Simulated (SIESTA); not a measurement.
Band structure of FeGe (P2_13, 8 atoms in the cell).

```xyz
8
Lattice="4.7158 0.0000 0.0000 0.0000 4.7158 0.0000 0.0000 0.0000 4.7158" Properties=species:S:1:pos:R:3 pbc="T T T"
Fe     0.6355     0.6355     0.6355
Fe     1.7224     4.0803     2.9934
Fe     2.9934     1.7224     4.0803
Fe     4.0803     2.9934     1.7224
Ge     3.9847     3.9847     3.9847
Ge     3.0890     0.7311     1.6268
Ge     1.6268     3.0890     0.7311
Ge     0.7311     1.6268     3.0890
```
Moments meant for the start (each program seeds them in its own way; μB, in the order of the atoms Fe Fe Fe Fe Ge Ge Ge Ge): 4.0 4.0 4.0 4.0 0.0 0.0 0.0 0.0.

Computed with GGA PBE, numerical atomic orbitals DZP, PseudoDojo PBE standard norm-conserving potentials (rewritten from UPF to PSML) (SIESTA).

Settings: XC.functional = GGA; XC.authors = PBE; potentials = PseudoDojo PBE standard; PAO.BasisSize = DZP; PAO.EnergyShift = 0.01 Ry; MeshCutoff = 300 Ry; kgrid.MonkhorstPack = 3 3 3; OccupationFunction = MP; OccupationMPOrder = 0; ElectronicTemperature = 272 meV; Spin = polarized; DM.InitSpin = [1 +4.00, 2 +4.00, 3 +4.00, 4 +4.00, 5 +0.00, 6 +0.00, 7 +0.00, 8 +0.00]; MaxSCFIterations = 150; SCF.Mixer.Method = Pulay.

The starting cell comes from a database of computed structures (which also holds hypothetical and non-ambient phases and stackings), without a prior relaxation at this level. The magnetic order is the one reached from the typed start; others were not searched systematically. Values carry the incompleteness of an atom-centred basis.

Levels in eV from the Fermi level, bands 60 to 65 of the first spin channel:
```json
[
 {"point": "Γ", "60": "-1.13", "61": "-0.68", "62": "-0.68", "63": "-0.68", "64": "1.38", "65": "1.38"},
 {"point": "X", "60": "-1.09", "61": "-0.90", "62": "-0.90", "63": "0.47", "64": "0.47", "65": "0.52"},
 {"point": "M", "60": "-1.35", "61": "-0.45", "62": "-0.45", "63": "-0.20", "64": "-0.20", "65": "1.05"},
 {"point": "R", "60": "-1.39", "61": "-0.77", "62": "-0.77", "63": "-0.77", "64": "-0.77", "65": "4.05"}
]
```

Bands cross the Fermi level along this path, so the cell is metallic at this level.

Higher empty bands are left out: an atom-centred basis made for the valence describes them poorly.

The net moment of the cell came out as 5.36 μB.
